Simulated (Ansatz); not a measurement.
The reference is TaS2 in the CdI2 type structure (space group P-3m1, No. 164; a = 3.275 Å, c = 5.588 Å; layered, stacked along the Cartesian z axis).

Calculations: plane-wave PAW DFT at the PBEsol-D3(BJ) level (Ansatz, a first-principles code, 420 eV), scalar-relativistic without spin-orbit coupling, earlier PAW set.

Before the change:

```
Property                         Value
-----------------------------  -------
Shortest interatomic distance  2.445 Å
```

Now apply this change: a free-standing slab of 1 layer (3 atoms, 3 a layer) is cut normal to the stacking axis, with 15 Å of vacuum and the in-plane cell relaxed.

Question: What does the calculation give for the shortest interatomic distance after the change?

Answer: The shortest interatomic distance goes up by 0.006 Å to 2.451 Å.

Question: What happens to the excess energy per area of both faces?

Answer: The excess energy per area of both faces (slab less bulk energy over the cell's area: twice a surface energy) is 0.95 J/m² (uncertain by up to 0.05 J/m²).

The excess energy carries the mismatch between the slab's and the bulk's meshes. Stability against distortions was not tested. The final runs are not spin-polarised. An odd electron count without spin: TaS2.
